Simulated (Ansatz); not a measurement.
A zone-centre phonon calculation of Sr₂GaSi (Amm2, 4 atoms in the cell) with Ansatz (an electronic-structure program).

Method of the run: LDA (PW92), default PAW files made with PBE (plane waves; Ansatz).

```
Sr2GaSi
1.0
    4.24356     0.00000     0.00000
    0.00000     2.36850     5.90912
    0.00000    -2.36850     5.90912
Sr Ga Si
2 1 1
Direct
  0.50000   0.63924   0.63924
  0.00000   0.35878   0.35878
  0.50000   0.93840   0.93840
  0.00000   0.06359   0.06359
```

Reference input (self-consistent single point, DFT, LDA (PW92), plane waves, default PAW files made with PBE): basis.ecutwfc = 420 eV; kpoints.mp_grid.grid = 8 8 8; hamiltonian.xc = lda; hamiltonian.pseudopotentials = {kind: paw} (the program's default PAW files); scf.occupations.method = gaussian; scf.occupations.width = 0.1 eV. This run's input differs from it in these lines:

Ansatz 0.2 input:
```diff
@@ -12,3 +12,3 @@
 basis:
-  ecutwfc: 420.0
+  ecutwfc: 210.0
 kpoints:
@@ -24,6 +24,4 @@
     width: 0.1
-output:
-  forces: true
-  eigenvalues: true
-  stress: true
+phonons:
+  method: dfpt
```

Log, with long lists cut:

```
SCF iter   1: F=—  HF=-11201.184895 eV  |F-HF|=—  |Δ(HF+E_count)|=         —  Δρ=2.35e-2  dr2=2.62e-1  ethr=1.77e-3  ⟨swp⟩=6.8  Hψ=12314  notcnv=0
all-band conjugate gradients solve this SCF's bands
preconditioner: auto → Kerker (q_TF=auto, 2.246 Å⁻¹)
SCF iter   2: F=—  HF=-11199.786322 eV  |F-HF|=—  |Δ(HF+E_count)|=    1.40e0  Δρ=9.97e-3  dr2=1.32e-1  ethr=7.08e-4  ⟨swp⟩=3.0  Hψ=5855  notcnv=0  defer=16
   [... lines left out ...]
SCF iter  11: F=—  HF=-11199.731446 eV  |F-HF|=—  |Δ(HF+E_count)|=  2.91e-11  Δρ=7.71e-8  dr2=1.37e-11  ethr=1.00e-12  ⟨swp⟩=1.5  Hψ=2503  notcnv=0  defer=15
SCF iter  12: F=-11199.731446 eV  HF=-11199.731446 eV  |F-HF|=5.46e-12  |Δ(HF+E_count)|=  1.82e-12  Δρ=2.15e-8  dr2=1.34e-12  ethr=1.00e-12  ⟨swp⟩=5.9  Hψ=9729  notcnv=0
the search or the solves at the SCF's close seem to have found levels that the self-consistency loop had missed (the run counts 2) …
SCF 1 converged in 12 iterations: F = -11199.731446 eV  dr2 = 1.34e-12
DFPT response loops at Γ: preconditioner auto → Kerker (q_TF=auto, 2.246 Å⁻¹) (partly filled bands, converged f_vac=0.002) …
Free energy (F): -11199.731446 eV
Internal energy: -11199.722093 eV  (E = F + TS)
E sigma→0 (E₀):  -11199.726769 eV
Entropy (-TS):   -0.009353 eV (-2.338 meV/atom)
Fermi energy:    6.985196 eV
--- Phonons (Γ-DFPT): 12 representative perturbations + reference, on 105 of 512 k-points (Σ response iterations 55) ---
  k mesh reduced under 4 symmetry operations, with k and −k counted as one. Each operation leaves every solved displacement unchanged or reverses it
  ASR residual: 4.188e-5 → 0.000e0 eV/Å²; symmetrization residual: 2.164e-5 eV/Å²
  ASR residual per site (eV/Å²): 1.24e-5 2.05e-5 2.00e-5 4.19e-5
  Γ frequencies (cm⁻¹): 0.00 0.00 0.00 90.99 91.47 104.20 108.20 118.57 121.29 165.16 237.02 244.48
  non-analytic LO–TO correction: not included (Born effective charges unavailable; polar crystals: no LO–TO splitting at Γ)
```

The run converged in 12 iterations. 

Summary of the result:
* **Free energy E − TS (on the zero of these files)**: -11199.7314 eV
* **Fermi level (on the code's own zero)**: 6.99 eV
* **Zone-centre frequencies (cm⁻¹; negative means imaginary)**: 0, 0, 0, 91, 91, 104, 108, 119, 121, 165, 237, 244

The starting cell comes from a database of computed structures (which also holds hypothetical and non-ambient phases and stackings), without a prior relaxation at this level. Its lattice was rescaled by up to half a per cent. The cutoff lies below the one recommended for these files.

Cost on one core of a shared machine: roughly 2 min.
